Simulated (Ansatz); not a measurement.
PbTe, response to strain

Base system: PbTe in the rock salt structure (space group Fm-3m, No. 225; a = 6.534 Å).

Strains are applied to the cell and any free atomic positions relax.

Method: DFT with r2SCAN, PAW potentials and a 500 eV plane-wave cutoff in Ansatz (a first-principles code), no spin-orbit coupling.

Candidates:
(a) isotropic strain +3.00 %
(b) isotropic strain +0.50 %
(c) isotropic strain +2.00 %

Before the change:

| Item | Result |
|---|---|
| Band gap | 1.09 eV |

### Question
Order them by band gap, highest first.

### Answer
(a) isotropic strain +3.00 % (1.24 eV), (c) isotropic strain +2.00 % (1.20 eV), (b) isotropic strain +0.50 % (1.12 eV)

With Pb and Te present, leaving out spin-orbit coupling can change the band edges. Stability against distortions was not tested.
